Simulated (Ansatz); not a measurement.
The starting structures come from a database of crystals and need not be the phases stable at ambient conditions.

By PBEsol, the system below comes out a metal.

Here is the system:

```
CELL_PARAMETERS angstrom
      3.09757     0.00000     0.00000
      0.00000     5.73602     0.00000
      1.54879     2.86801     3.07944
ATOMIC_POSITIONS crystal
  In 0.40234 0.50000 0.00000
  Sb 0.84849 0.00000 0.00000
```

Space group of this cell: Imm2. The cell is strained (lengths across the current scaled by 0.98, ions clamped); by PBEsol its mean pressure is -1.1 GPa.

The current flows along the normal of the first two printed cell vectors. No spin-orbit coupling; the value is a mean over 0.1 eV about the Fermi level.

Compute, with PBEsol run with Ansatz (a quantum-chemistry and plane-wave program), the ballistic conductance per area.

0.66 × 10¹⁵ S/m² for both spins.
